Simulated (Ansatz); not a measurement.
The parent structure is Cu in the fcc (Cu type) structure (space group Fm-3m, No. 225; relaxed with 0.1 eV smearing).

```
Cu
1.0
    0.00000     1.81494     1.81494
    1.81494     0.00000     1.81494
    1.81494     1.81494     0.00000
Cu
1
Direct
  0.00000   0.00000   0.00000
```

Calculations: Kohn–Sham DFT with the PBE functional, run in Ansatz (an electronic-structure program) with PAW and 420 eV plane waves, spin-orbit coupling left out.

Base values:

Pressure: 0.0 GPa

Now apply this change: every lattice vector is shortened by 3.00 %, atoms relaxed at fixed cell.

Task: What happens to the energy relative to the base?

Result: The energy rises by 48 meV/atom.

Task: What does the calculation give for the pressure after the change?

Result: The pressure goes from zero to 16.2 GPa.

The cells carry an imposed strain or load. No phonon test of stability was made. The final runs are not spin-polarised.
